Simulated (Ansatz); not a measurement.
The reference is an 8-atom supercell of InSb in the zinc blende structure (space group F-43m, No. 216; a = 6.519 Å) at its relaxed geometry.

Level of theory: PBEsol, PAW, 420 eV (Ansatz, a program for electronic structure; without spin-orbit coupling).

For the base:

| Quantity | Value |
|---|---|
| Mean distance from the defect site to its nearest host atoms | 2.82 Å |

Now apply this change: a neutral Al on a Sb site, atoms relaxed at fixed cell, starting from a slightly rattled geometry.

Tabulated Pauling electronegativity and covalent radius: Sb 2.05, 1.39 Å; Al 1.61, 1.21 Å.

Task: How does this affect the largest displacement of a host atom from its site in the perfect cell?

Result: The largest displacement of a host atom from its site in the perfect cell comes out as 0.08 Å.

Task: What does the calculation give for the mean distance from the defect site to its nearest host atoms after the change?

Result: The mean distance from the defect site to its nearest host atoms decreases by 0.08 Å (2.82 Å → 2.74 Å).

In so small a cell the defect repeats every few ångströms: this is an ordered compound, not a dilute defect. The final runs are not spin-polarised. The defect cell is not spin-polarised.
